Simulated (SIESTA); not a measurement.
Band structure of TiNi (Pm-3m, 2 atoms in the cell).

```yaml
crystal:
  lattice:
    - [2.96088, 0.00000, 0.00000]
    - [0.00000, 2.96088, 0.00000]
    - [0.00000, 0.00000, 2.96088]
  atoms:
    - { symbol: Ti, position: [0.50000, 0.50000, 0.50000] }
    - { symbol: Ni, position: [0.00000, 0.00000, 0.00000] }
```

Method of the run: LDA PW92, numerical atomic orbitals DZP, PseudoDojo LDA standard norm-conserving potentials (rewritten from UPF to PSML) in SIESTA.

Settings: XC.functional = LDA; XC.authors = PW92; potentials = PseudoDojo LDA standard; PAO.BasisSize = DZP; PAO.EnergyShift = 0.01 Ry; MeshCutoff = 300 Ry; kgrid.MonkhorstPack = 9 9 9; OccupationFunction = MP; OccupationMPOrder = 0; ElectronicTemperature = 0.1 eV; MaxSCFIterations = 150; SCF.Mixer.Method = Pulay; SCF.Mixer.Weight = 0.25; SCF.Mixer.History = 6.

The starting cell comes from a database of computed structures (which also holds hypothetical and non-ambient phases and stackings), without a prior relaxation at this level. Its lattice was rescaled by a random factor within 2.5 % of one. Spin polarisation is off. Values carry the incompleteness of an atom-centred basis.

Levels in eV from the Fermi level, bands 12 to 17:
```tsv
point	12	13	14	15	16	17
Γ	-2.12	-2.12	-2.12	0.42	0.42	2.70
X	-2.05	-2.05	-1.77	-0.86	-0.61	0.60
M	-2.91	-1.36	-0.73	0.47	0.47	0.92
R	-2.32	-2.32	-2.32	-1.34	-1.34	3.24
```

Bands cross the Fermi level along this path, so the cell is metallic at this level.

Higher empty bands are left out: an atom-centred basis made for the valence describes them poorly.
